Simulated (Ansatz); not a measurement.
# A computed series for SnTe: response to strain

Take SnTe in the rock salt structure (space group Fm-3m, No. 225) as the base.

```cif
data_SnTe
_chemical_formula_sum 'Te1 Sn1'
_space_group_name_H-M_alt 'P 1'
_space_group_IT_number 1
_cell_length_a 4.50403
_cell_length_b 4.50403
_cell_length_c 4.50403
_cell_angle_alpha 60.000
_cell_angle_beta 60.000
_cell_angle_gamma 60.000
loop_
_space_group_symop_operation_xyz
  'x, y, z'
loop_
_atom_site_label
_atom_site_type_symbol
_atom_site_fract_x
_atom_site_fract_y
_atom_site_fract_z
_atom_site_occupancy
Te1 Te 0.00000 0.00000 0.00000 1
Sn1 Sn 0.50000 0.50000 0.50000 1
```

Strains are applied to the cell and any free atomic positions relax.

The values are results of r2SCAN in Ansatz (plane waves to 500 eV, PAW, scalar-relativistic without spin-orbit coupling), not measurements.

```
isotropic strain (%)  band gap (eV)
--------------------  -------------
0                              0.13
1.49                           0.26
1.72                              ?
2.01                           0.30
```

**Question.** Fit E_g = E₀ + Dε (ε in %) to the rows shown and predict the withheld row.

**Answer.** Least squares on the printed values gives E₀ = 0.13 eV, D = 85.2 meV per % of strain (largest residual 0.00 eV); this predicts 0.28 eV, and the run gives 0.28 eV, in agreement.

With Te present, leaving out spin-orbit coupling can change the band edges. No phonon test of stability was made. The zero or small gap of SnTe can change with the level of theory.

Ansatz is a quantum-chemistry and plane-wave program.
